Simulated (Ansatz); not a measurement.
An Ansatz (a first-principles code) run: hypothetical fluorite TaGe2 with a change (isotropic strain +0.18 %); DFT with PBEsol, PAW potentials and a 420 eV plane-wave cutoff in Ansatz, no SOC.

Input:

Ansatz 0.2 input:
```yaml
crystal:
  lattice:
    - [0, 3.1016267412, 3.1016267412]
    - [3.1016267412, 0, 3.1016267412]
    - [3.1016267412, 3.1016267412, 0]
  atoms:
    - { symbol: Ta, position: [0, 0, 0] }
    - { symbol: Ge, position: [0.25, 0.25, 0.25] }
    - { symbol: Ge, position: [0.75, 0.75, 0.75] }
basis: { ecutwfc: 420, ecutrho_ratio: 4, xc_grid: 2, fft_grid_basis: typed }
kpoints: { mp_grid: { grid: [16, 16, 16] } }
hamiltonian:
  xc: pbesol
  dispersion: none
  pseudopotentials: { kind: paw }
scf: { occupations: { method: fermi_dirac, width: 0.1 }, convergence: { dr2_threshold: 0.0000000003 } }
relax: { f_tol: 0.005, max_steps: 50 }
output: { forces: true, stress: true }
checkpoint: { write: state.ck, write_every: 1000 }
```

Output (explanatory and most iteration lines left out):

```
Relaxation: its limit of steps is 50 (relax.max_steps)
Pseudopotential: Ta, paw, valence charge 13
Pseudopotential: Ge, paw, valence charge 14
Crystal: 3 atoms, lattice volume = 59.676 Å³
Basis set: ecut = 420 eV, 1211 PW (Γ), exchange–correlation on 60×60×60 points (8 copies of the dense FFT grid, shifted against one another)
Bands: 25, of which v1, the nominal top of the filled ones, is band 21 counted from 1 (20 counted from 0)
Symmetry: 48 space group operations
Space group: Fm-3m (ITA 225), of the structure as read, at distance tolerance 3.9e-5 Å
k-points: 145 of 4096
Functional: x = pbesol(κ = 0.804, μ = 0.12345679012345678), c = pbesol(β = 0.046)
SCF iter   1: F=—  HF=-18312.217819 eV  |F-HF|=—  |Δ(HF+E_count)|=         —  Δρ=7.14e-3  dr2=6.92e-2  ethr=1.77e-3  ⟨swp⟩=5.6  Hψ=16580  notcnv=0
SCF iter   2: F=—  HF=-18312.205143 eV  |F-HF|=—  |Δ(HF+E_count)|=   1.27e-2  Δρ=2.32e-3  dr2=1.86e-3  ethr=1.69e-4  ⟨swp⟩=3.0  Hψ=7560  notcnv=0
SCF 1 converged in 8 iterations: F = -18312.204135 eV  dr2 = 1.84e-12
relax step   1: F+E_penalty+E_count = -18312.20413500 eV  Δ(F+E_penalty+E_count) = +0.000e0 eV  max|allowed force component| = 3.084e-17 eV/Å  Δτ_max = 0.0000 Å  (8 SCF iters, accepted)
SCF converged after 8 iterations
Free energy (F): -18312.204135 eV
Internal energy: -18312.116095 eV  (E = F + TS)
E sigma→0 (E₀):  -18312.160115 eV
Entropy (-TS):   -0.088040 eV (-29.347 meV/atom)
Fermi energy:    12.322280 eV
--- Forces (eV/Å), atoms counted from 1 ---
  atom   1  Ta     0.00000000     0.00000000    -0.00000000
  atom   2  Ge    -0.00000000    -0.00000000     0.00000000
  atom   3  Ge    -0.00000000    -0.00000000    -0.00000000
--- Stress (GPa, compression-positive) ---
       -0.587424       0.000000      -0.000000
        0.000000      -0.587424      -0.000000
       -0.000000      -0.000000      -0.587424
  P = ⅓ Tr σ = -0.5874 GPa (-5.874 kbar)
--- Relaxed structure (1 steps of the walk, 1 accepted, 0 SCFs on fresh bases) ---
  atoms:
    - { symbol: Ta, position: [0.0, 0.0, 0.0] }
    - { symbol: Ge, position: [0.25000000000000006, 0.25000000000000006, 0.25000000000000006] }
    - { symbol: Ge, position: [0.7500000000000001, 0.7500000000000001, 0.7500000000000001] }
```

Stability against distortions was not tested. All final runs are without spin polarisation. The cell was made from TaGe$_{2}$ in the fluorite structure (space group Fm-3m, No. 225; a hypothetical phase, not in the database extracts checked) by this change: isotropic strain +0.18 %. TaGe2 has a high density of states at the Fermi level and may be magnetic at this level.
